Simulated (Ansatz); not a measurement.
**Effect of Cs vacancy, symmetric start on CsSnI3**

The parent structure is a 20-atom supercell of CsSnI$_{3}$ in the cubic perovskite structure (space group Pm-3m, No. 221; a = 6.271 Å) at its relaxed geometry.

One thing is altered: a neutral Cs vacancy, symmetric start, atoms relaxed at fixed cell.

The values are results of PBE (Ansatz, a quantum-chemistry and plane-wave program; PAW; 420 eV plane waves; spin-orbit coupling left out), earlier PAW set, not measurements. k-mesh 3×3×3 (Γ-centred); smearing 0.01 eV (Fermi–Dirac).

```csv
quantity,base,changed,shift
pressure,0.1 GPa,-0.5 GPa,-0.6 GPa
gap of the supercell,0.45 eV,zero,–
total moment of the cell,–,0.0 μB,–
energy gained by relaxation,–,0.04 eV,–
largest displacement of a host atom from its site in the perfect cell,–,0.10 Å,–
```

Cost of the whole job for the changed cell (relaxation, final SCF and bands): roughly 7 core-minutes.

Other magnetic orders, which the real material may have, were not ruled out. The cell is small, so the values are those of an ordered compound at a high defect concentration; dilute-limit values will differ. A case with no gap was solved on a k-mesh chosen for an insulator, which is coarse for it. The defect started on the symmetric site and kept its symmetry, so it may sit on a saddle. Spin-orbit coupling, missing from the scalar runs, can matter with I. Starting moments died away, wholly or in part, for Cs vacancy; another magnetic solution may exist. Many cubic perovskites are stable only at high temperature; tilts and polar distortions were not tested. The defect cell is spin-polarised and ends with 0.0 μB.
